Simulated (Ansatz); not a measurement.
The starting structures come from a database of crystals and need not be the phases stable at ambient conditions.

 Where the default PAW files enter, the runs use the earlier of Ansatz's two default sets.

Inside the gap of an insulator the Bloch states are evanescent, with a wavenumber k + iκ along the transport direction.

Input:

```
Sr2TaYO6
1.0
    5.78939     0.00000     0.00000
    0.00000     5.78939     0.00000
    2.89470    -2.89470     4.19860
Sr Y Ta O
2 1 1 6
Direct
  0.25000   0.25000   0.50000
  0.75000   0.75000   0.50000
  0.00000   0.00000   0.00000
  0.50000   0.50000   0.00000
  0.26323   0.73677   0.47354
  0.73677   0.26323   0.52646
  0.79620   0.67340   0.00000
  0.20380   0.32660   0.00000
  0.32660   0.79620   0.00000
  0.67340   0.20380   0.00000
```

Space group of this cell: I4/m. The cell is taken as given; by PBEsol its mean pressure is -1.2 GPa.

Transport runs along the normal of the first two printed cell vectors, the (001) plane of the conventional cell.

The gap is the functional's own. No spin-orbit coupling. Mid-gap values are interpolated on the energy grid.

Q: State the band gap and the smallest decay constant κ at mid-gap according to Ansatz (a quantum-chemistry and plane-wave program) with PBEsol.

A: Gap 3.90 eV on a 8×8×8 mesh; κ = 0.290 1/Å, at the zone centre.
